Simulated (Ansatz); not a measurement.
A short convergence ladder for Cs₂PdCl₄ (P4/mmm, 7 atoms in the cell)

```xyz
7
Lattice="7.5318 0.0000 0.0000 0.0000 7.5318 0.0000 0.0000 0.0000 4.6875" Properties=species:S:1:pos:R:3 pbc="T T T"
Cs     0.0000     3.7659     2.3438
Cs     3.7659     0.0000     2.3438
Pd     0.0000     0.0000     0.0000
Cl     1.6469     1.6469     0.0000
Cl     5.8849     5.8849     0.0000
Cl     5.8849     1.6469     0.0000
Cl     1.6469     5.8849     0.0000
```

Base method: LDA (PW92), default PAW files made with PBE (plane waves; Ansatz, a program for electronic structure).

Base settings: basis.ecutwfc = 420 eV; kpoints.mp_grid.grid = 4 4 5; hamiltonian.xc = lda; hamiltonian.pseudopotentials = {kind: paw} (the program's default PAW files); scf.occupations.method = fixed.

Core times come from one kind of shared machine, to one figure; runs under 30 s give none.

**Zone-centre phonons against the cutoff**

In this ladder: phonons.method = dfpt; phonons.dielectric = true; phonons.rigid_motions = translations.

The mesh stays at the base's, so the ladder's end is converged at best in this setting alone.

Frequencies are those of the unrelaxed cell, without the LO-TO term of polar crystals.

Only quantities that move along the ladder and can be compared are tabulated.

```csv
basis.ecutwfc,highest zone-centre frequency (cm⁻¹),lowest optical frequency (cm⁻¹),core time / last (rough)
210 eV,247.4,44.4,0.5
295 eV,295.4,42.1,0.6
355 eV,294.5,42.6,0.7
420 eV,294.3,42.6,1
```

Coarsest basis.ecutwfc that holds the lowest optical frequency within 1 cm⁻¹ of the last step, with all finer ones: 295 eV; the step before is off by 1.8 cm⁻¹.

Coarsest basis.ecutwfc that holds the highest zone-centre frequency within 5 cm⁻¹ of the last step, with all finer ones: 295 eV; the step before is off by 47 cm⁻¹.

On the base run: the starting cell comes from a database of computed structures (which also holds hypothetical and non-ambient phases and stackings), without a prior relaxation at this level. Its lattice was rescaled by up to half a per cent.

Keys are those of Ansatz 0.2.
